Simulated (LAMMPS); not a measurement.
Melting points of elements by solid-liquid coexistence at zero pressure, against measurement.

The levels:
- MEAM AlSiMgCuFe.meam: classical MD, pair style meam, file AlSiMgCuFe.meam (LAMMPS); Jelinek, Groh, Horstemeyer, Houze, Kim, Wagner, Moitra and Baskes, Phys Rev B, 85, 245102 (2012)
- MEAM MoCoNiVFeAlCr_2nn.meam: classical MD, pair style meam, file MoCoNiVFeAlCr_2nn.meam (LAMMPS); Wang, J., Kwon, H., Kim, H.S. et al. A neural network model for high entropy alloy design. npj Comput Mater 9, 60 (2023).
- MEAM library.meam-Ag: classical MD, pair style meam, file library.meam (library.meam-Ag) (LAMMPS); Baskes, Phys Rev B, 46, 2727-2742 (1992)
- MEAM library.meam-Cu: classical MD, pair style meam, file library.meam (library.meam-Cu) (LAMMPS); Baskes, Phys Rev B, 46, 2727-2742 (1992)
- MEAM library.meam-Ni: classical MD, pair style meam, file library.meam (library.meam-Ni) (LAMMPS); Baskes, Phys Rev B, 46, 2727-2742 (1992)
- MEAM library.meam-Pd: classical MD, pair style meam, file library.meam (library.meam-Pd) (LAMMPS); Baskes, Phys Rev B, 46, 2727-2742 (1992)
- MEAM library.meam-Rh: classical MD, pair style meam, file library.meam (library.meam-Rh) (LAMMPS); Baskes, Phys Rev B, 46, 2727-2742 (1992)

```csv
element,potential,computed (K),measured (K)
Fe (bcc),MEAM MoCoNiVFeAlCr_2nn.meam,1780 ± 36,1811
Cr (bcc),MEAM MoCoNiVFeAlCr_2nn.meam,2180 ± 44,2180
Rh (fcc),MEAM library.meam-Rh,2950 ± 59,2237
Pd (fcc),MEAM library.meam-Pd,1630 ± 33,1828
Ni (fcc),MEAM library.meam-Ni,2130 ± 43,1728
Cu (fcc),MEAM AlSiMgCuFe.meam,1190 ± 24,1358
Ag (fcc),MEAM library.meam-Ag,990 ± 20,1235
Ni (fcc),MEAM MoCoNiVFeAlCr_2nn.meam,2030 ± 41,1728
Si (diamond structure),MEAM AlSiMgCuFe.meam,1410 ± 28,1687
V (bcc),MEAM MoCoNiVFeAlCr_2nn.meam,1480 ± 30,2183
Al (fcc),MEAM MoCoNiVFeAlCr_2nn.meam,940 ± 19,933
Cu (fcc),MEAM library.meam-Cu,1350 ± 27,1358
```

Measured values: Wikipedia, Melting points of the elements (data page).

Task: How far can melting points from this family of potentials be trusted?

Result: They miss by -2 % on average (median -1 %), with a mean absolute miss of 14 % and a range from -32 to +32 %; 4 of 12 lie within 5 %.

Errors of the computed values are set to 2 % at least, a picked allowance for cell size and run length. The rows are drawn from the finished runs whose interface both grew and receded, none by its miss; heating scans ran from about half the measured melting point to four times it or 5300 K, so potentials that melt far too high are under-counted. Not melted within the scan or the limits of these runs: Al (fcc) with MEAM library.meam-Al. Left out because no steady interface confirmed the value: Al (fcc) with MEAM AlSiMgCuFe.meam, Cr (bcc) with MEAM library.meam-Cr, Ir (fcc) with MEAM library.meam-Ir, Li (bcc) with MEAM library.meam-Li, Mo (bcc) with MEAM library.meam-Mo, Nb (bcc) with MEAM library.meam-Nb, Ni (fcc) with MEAM Ni.meam, Si (diamond structure) with MEAM Si_1.meam.spline, Si (diamond structure) with MEAM library.meam-Si, Ta (bcc) with MEAM library.meam-Ta, Ti (hcp) with MEAM Ti.meam.spline, V (bcc) with MEAM library.meam-V, W (bcc) with MEAM library.meam-W. Fe (bcc) was melted from the form named, which need not be the one that melts in nature.
